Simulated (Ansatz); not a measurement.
Results of PBE-D4 (PAW; Ansatz, a program for electronic structure) for TiAl3 (I4/mmm, No. 139).

Numerical settings: plane-wave cutoff 520 eV, 20×20×20 k mesh, Fermi–Dirac smearing 0.05 eV, no spin polarisation, scalar-relativistic PAW data made under PBE.

Cell (relaxed at this level):

```yaml
crystal:
  lattice:
    - [-1.90443, 1.90443, 4.26379]
    - [1.90443, -1.90443, 4.26379]
    - [1.90443, 1.90443, -4.26379]
  atoms:
    - { symbol: Ti, position: [0.00000, 0.00000, 0.00000] }
    - { symbol: Al, position: [0.50000, 0.50000, 0.00000] }
    - { symbol: Al, position: [0.75000, 0.25000, 0.50000] }
    - { symbol: Al, position: [0.25000, 0.75000, 0.50000] }
```

### Question
What does this level give for the bulk modulus and pressure derivative B′ of the bulk modulus?

### Answer

- bulk modulus: 113 GPa
- pressure derivative B′ of the bulk modulus: 4.1

The run finds no gap.

Note: the bulk modulus comes from volumes at which shape and atoms were relaxed.

Computed values are for the static lattice.

Computing time: around 7 core-minutes (rough).
